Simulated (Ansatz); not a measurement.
The starting structures come from a database of crystals and need not be the phases stable at ambient conditions.

Evanescent states of PbBrF (P4/nmm, not sure to be the ambient phase, 6 atoms a cell, 22.3 Å³ an atom) along the normal of (110)

Method: r2SCAN (plane waves, PAW; Ansatz, a program for electronic structure).

The gap is the functional's own, uncorrected, and κ follows it; spin-orbit coupling is left out. Mid-gap values are interpolated between the computed energies.

Energies count from the valence-band top; κ is the least over a 6×4 mesh across the current.

| E (eV) | κ (1/Å) | where |
|---|---|---|
| 0.07 | 0.140 | off Γ |
| 0.23 | 0.187 | off Γ |
| 0.38 | 0.205 | off Γ |
| 0.53 | 0.217 | off Γ |
| 0.68 | 0.226 | off Γ |
| 0.82 | (withheld) | off Γ |
| 0.97 | (withheld) | off Γ |
| 1.12 | (withheld) | off Γ |
| 1.27 | (withheld) | off Γ |
| 1.43 | (withheld) | off Γ |
| 1.57 | (withheld) | off Γ |
| 1.73 | (withheld) | off Γ |
| 1.88 | (withheld) | off Γ |
| 2.02 | (withheld) | off Γ |
| 2.17 | (withheld) | off Γ |
| 2.33 | 0.228 | off Γ |
| 2.48 | 0.220 | off Γ |
| 2.62 | 0.210 | off Γ |
| 2.77 | 0.179 | off Γ |
| 2.92 | 0.121 | off Γ |

**Question.** Some entries are withheld; supply them.

**Answer.** 
- 0.82, κ (1/Å): 0.233
- 0.97, κ (1/Å): 0.239
- 1.12, κ (1/Å): 0.243
- 1.27, κ (1/Å): 0.245
- 1.43, κ (1/Å): 0.247
- 1.57, κ (1/Å): 0.247
- 1.73, κ (1/Å): 0.246
- 1.88, κ (1/Å): 0.243
- 2.02, κ (1/Å): 0.239
- 2.17, κ (1/Å): 0.234
